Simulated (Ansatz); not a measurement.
# CoO in the zinc blende structure (space group F-43m, No. 216; ferromagnetic; a cell from a computed database, its experimental status unchecked)

```cif
data_CoO
_chemical_formula_sum 'Co1 O1'
_space_group_name_H-M_alt 'P 1'
_space_group_IT_number 1
_cell_length_a 3.22946
_cell_length_b 3.22946
_cell_length_c 3.22946
_cell_angle_alpha 60.000
_cell_angle_beta 60.000
_cell_angle_gamma 60.000
loop_
_space_group_symop_operation_xyz
  'x, y, z'
loop_
_atom_site_label
_atom_site_type_symbol
_atom_site_fract_x
_atom_site_fract_y
_atom_site_fract_z
_atom_site_occupancy
Co1 Co 0.50000 0.50000 0.50000 1
O1 O 0.75000 0.75000 0.75000 1
```

Calculations: Ansatz (an electronic-structure program) PBEsol+U (U_eff on d states: Co 3.32 eV), without spin-orbit coupling. k-mesh 12×12×12 (Γ-centred); smearing 0.05 eV (Fermi–Dirac).

* **Volume per atom**: 11.91 Å³
* **Density**: 5.22 g/cm³
* **Band gap**: 0.26 eV, direct at Γ
* **Electron mass**: 0.093 mₑ
* **Hole mass (degenerate bands, along [100])**: 0.10, 1.5, 1.5 mₑ
* **Magnetic state**: ferromagnetic
* **Total energy**: -2825.706 eV/atom (σ→0; compares only within this code and set-up)

Other magnetic orders, which the real material may have, were not ruled out. Masses are band curvatures over ±0.01 Å⁻¹ around the edge. Whether these cells are dynamically stable was not tested. The base started in R3m and relaxed to F-43m at this level. The U values are a database's picks, fitted on other projectors than the ortho-atomic ones used here. The zero or small gap of CoO can change with the level of theory.
